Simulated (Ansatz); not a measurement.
Structures of equal composition on the (111) surface of fcc Au: a layer of Nb in place of the second plane; a layer of Nb in place of the third plane. The slabs share one bottom face, and each structure is named by its start. These are constructed structures in small cells; real faces may alloy, dewet or reconstruct in larger ones, and not all known structures of the face are among them. Slabs of about 12 Å with all that they carry, Fermi-Dirac smearing of 0.1 eV. Bottom of the slabs: a bare face, its two planes held. Relaxed from the named starts with such symmetry as they have, on meshes of like density; energies extrapolated to zero smearing; no spin-orbit coupling, no U. Spin-polarised runs, if any, are marked in brackets, and their order is one that fits the cell; the others ran without spin.

All values below come from PBE (plane waves to 420 eV, PAW; Ansatz, a quantum-chemistry and plane-wave program).

### Question
Rank these by energy per 1x1 cell (lowest first), as PBE gives it.

### Answer
a layer of Nb in place of the third plane (0.000 eV), a layer of Nb in place of the second plane (0.188 eV)
